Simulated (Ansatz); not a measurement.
# Ni: isotropic strain −4.87 %

Base system: Ni in the fcc (Cu type) structure (space group Fm-3m, No. 225; a = 3.4788 Å; ferromagnetic; relaxed with 0.1 eV smearing).

It is then changed as follows: every lattice vector is shortened by 4.87 %; the atoms relax in the strained cell.

Computed with r2SCAN/PAW in Ansatz (a first-principles code), no spin-orbit coupling. Settings: 32×32×32 k-points, 0.1 eV Fermi–Dirac smearing.

```json
[
 {"quantity": "volume per atom", "base": "10.53 Å³", "changed": "9.06 Å³", "shift": "-1.464 Å³"},
 {"quantity": "space group", "base": "Fm-3m (No. 225)", "changed": "Fm-3m (No. 225)", "shift": "–"},
 {"quantity": "shortest interatomic distance", "base": "246.0 pm", "changed": "234.0 pm", "shift": "-12.0 pm"},
 {"quantity": "energy relative to the base (free energy F)", "base": "0 meV/atom", "changed": "+186 meV/atom", "shift": "+186 meV/atom"},
 {"quantity": "pressure", "base": "0.0 GPa", "changed": "47.1 GPa", "shift": "+47.1 GPa"},
 {"quantity": "band gap", "base": "zero", "changed": "zero", "shift": "–"},
 {"quantity": "magnetic state", "base": "ferromagnetic", "changed": "ferromagnetic", "shift": "–"},
 {"quantity": "largest site moment", "base": "0.79 μB", "changed": "0.72 μB", "shift": "-0.078 μB"}
]
```

Final structure:

```xyz
1
Lattice="0.0000 1.6547 1.6547 1.6547 0.0000 1.6547 1.6547 1.6547 0.0000" Properties=species:S:1:pos:R:3 pbc="T T T"
Ni     0.0000     0.0000     0.0000
```

Other magnetic orders, which the real material may have, were not ruled out. Whether these cells are dynamically stable was not tested.
